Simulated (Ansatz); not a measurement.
Start from a 12-atom supercell of TiSi₂ (space group Fddd, No. 70) at its relaxed geometry.

```yaml
crystal:
  lattice:
    - [0.00000, 4.09011, 4.24993]
    - [4.76015, 0.00000, 0.00000]
    - [0.00000, 4.09011, -4.24993]
  atoms:
    - { symbol: Si, position: [0.16372, 0.50000, 0.16372] }
    - { symbol: Si, position: [0.66372, 0.00000, 0.66372] }
    - { symbol: Si, position: [0.83628, 0.50000, 0.83628] }
    - { symbol: Si, position: [0.33628, 0.00000, 0.33628] }
    - { symbol: Si, position: [0.33628, 0.75000, 0.83628] }
    - { symbol: Si, position: [0.83628, 0.25000, 0.33628] }
    - { symbol: Si, position: [0.66372, 0.75000, 0.16372] }
    - { symbol: Si, position: [0.16372, 0.25000, 0.66372] }
    - { symbol: Ti, position: [0.00000, 0.00000, 0.00000] }
    - { symbol: Ti, position: [0.50000, 0.50000, 0.50000] }
    - { symbol: Ti, position: [0.50000, 0.25000, 0.00000] }
    - { symbol: Ti, position: [0.00000, 0.75000, 0.50000] }
```

The values are results of PBEsol/PAW in Ansatz (a first-principles code), scalar-relativistic without spin-orbit coupling, not measurements.

One neutral defect a cell, atoms relaxed at fixed cell.

One change was made to it. Results:

```tsv
quantity	base	after
largest displacement of a host atom from its site in the perfect cell	–	0.91 Å
pressure	0.0 GPa	18.5 GPa
```

Question: Which change produced these results?
A. Ca on a Ti site
B. Si interstitial (started 1.58 Å from the nearest host atom)
C. Pb on a Si site, symmetric start

Answer: B, Si interstitial (started 1.58 Å from the nearest host atom). For comparison, the largest displacement of a host atom from its site in the perfect cell in the other runs: Ca on a Ti site gives 0.18 Å; Pb on a Si site, symmetric start gives 0.16 Å.

In so small a cell the defect repeats every few ångströms: this is an ordered compound, not a dilute defect. Defects with a symmetric start kept the site's symmetry and may sit on a saddle; the others started slightly shaken. The final runs are not spin-polarised.
